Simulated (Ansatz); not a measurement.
fcc Yb, treated with RPBE (Ansatz, an electronic-structure program, plane waves, PAW).

Numerical settings: plane-wave cutoff 520 eV, 18×18×18 k mesh, Fermi–Dirac smearing 0.05 eV, no spin polarisation, scalar-relativistic PAW data made under PBE.

The volume scan:

```json
[
 {"V (Å³/atom)": "36.350", "E − E_lowest (meV/atom)": "7.81", "P (GPa)": "1.138"},
 {"V (Å³/atom)": "37.124", "E − E_lowest (meV/atom)": "3.34", "P (GPa)": "0.720"},
 {"V (Å³/atom)": "37.897", "E − E_lowest (meV/atom)": "0.80", "P (GPa)": "0.340"},
 {"V (Å³/atom)": "38.671", "E − E_lowest (meV/atom)": "0.00", "P (GPa)": "-0.005"},
 {"V (Å³/atom)": "39.444", "E − E_lowest (meV/atom)": "0.79", "P (GPa)": "-0.317"},
 {"V (Å³/atom)": "40.218", "E − E_lowest (meV/atom)": "3.01", "P (GPa)": "-0.600"},
 {"V (Å³/atom)": "40.991", "E − E_lowest (meV/atom)": "6.54", "P (GPa)": "-0.857"}
]
```

Estimate the bulk modulus from the pressures at 37.897 and 39.444 Å³/atom, and compare it with a fit to all energies.

B = −V dP/dV. Between V = 37.897 and 39.444 Å³/atom, dP/dV = (-0.317 − (0.340))/(39.444 − 37.897) = -0.425 GPa per Å³/atom; at the midpoint 38.671 Å³/atom this gives B ≈ 16.4 GPa. The third-order Birch–Murnaghan fit gives V0 = 38.660 Å³/atom, B0 = 16.4 GPa, B′ = 3.9, which lies within 1 % of that estimate.

Measured, for comparison: bulk modulus 16.3 GPa (temperature not stated, no zero-point or thermal correction; as tabulated in doi:10.1007/BF02743909 (ytterbium under pressure), abstract); equilibrium volume per atom 41.24 Å³/atom (293 K, no zero-point or thermal correction; as tabulated in Wikipedia's data pages). Computed (rounded) less measured: bulk modulus +0.6 %, equilibrium volume per atom -6.3 %.

Spin–orbit coupling is not included.

Computed values are for the static lattice.
